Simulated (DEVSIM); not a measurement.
Structure: Pt/SiO2/p-GaSb capacitor, at 300 K.

| layer (left to right) | material | thickness (nm) | Na (cm⁻³) |
|---|---|---|---|
| 1 | SiO2 | 8.70 | - |
| 2 | GaSb | 2100 | 7.8e16 |

Metal gate on the left, work function 5.6 eV. Fixed charge at the semiconductor interface -3e10 cm⁻² (in units of +e); interface traps 8.9e11 cm⁻² eV⁻¹, uniform in energy, neutral level at 0.7 of the gap above the valence band.

Constants are typed, rounded textbook-type inputs, not results; the design itself was drawn at random and stands for no fabricated device. Values at 300 K.

```
parameter      SiO2    GaSb
-------------  ----  ------
gap (eV)          9   0.726
affinity (eV)   0.9    4.06
permittivity    3.9    15.7
Nc (cm⁻³)         -  2.1e17
Nv (cm⁻³)         -  1.8e19
```

Model (solved in DEVSIM): 1D Poisson equation in equilibrium, Boltzmann statistics, complete ionisation; no quantum confinement or tunnelling. Metal contacts follow the ideal Schottky-Mott rule: no Fermi-level pinning, no interface dipoles.

Give the band bending (positive: bands bend down) and minority sheet density.


```json
[
 {"Vg (V)": "-0.4", "ψs (V)": "-0.137", "minority carriers (cm⁻²)": "< 1e8"},
 {"Vg (V)": "-0.1", "ψs (V)": "-0.121", "minority carriers (cm⁻²)": "< 1e8"},
 {"Vg (V)": "0.2", "ψs (V)": "-0.100", "minority carriers (cm⁻²)": "< 1e8"},
 {"Vg (V)": "0.5", "ψs (V)": "-0.068", "minority carriers (cm⁻²)": "< 1e8"},
 {"Vg (V)": "0.8", "ψs (V)": "-0.010", "minority carriers (cm⁻²)": "< 1e8"},
 {"Vg (V)": "1.1", "ψs (V)": "0.100", "minority carriers (cm⁻²)": "< 1e8"},
 {"Vg (V)": "1.4", "ψs (V)": "0.252", "minority carriers (cm⁻²)": "< 1e8"},
 {"Vg (V)": "1.7", "ψs (V)": "0.420", "minority carriers (cm⁻²)": "1.1e8"},
 {"Vg (V)": "2", "ψs (V)": "0.584", "minority carriers (cm⁻²)": "5.2e10"}
]
```
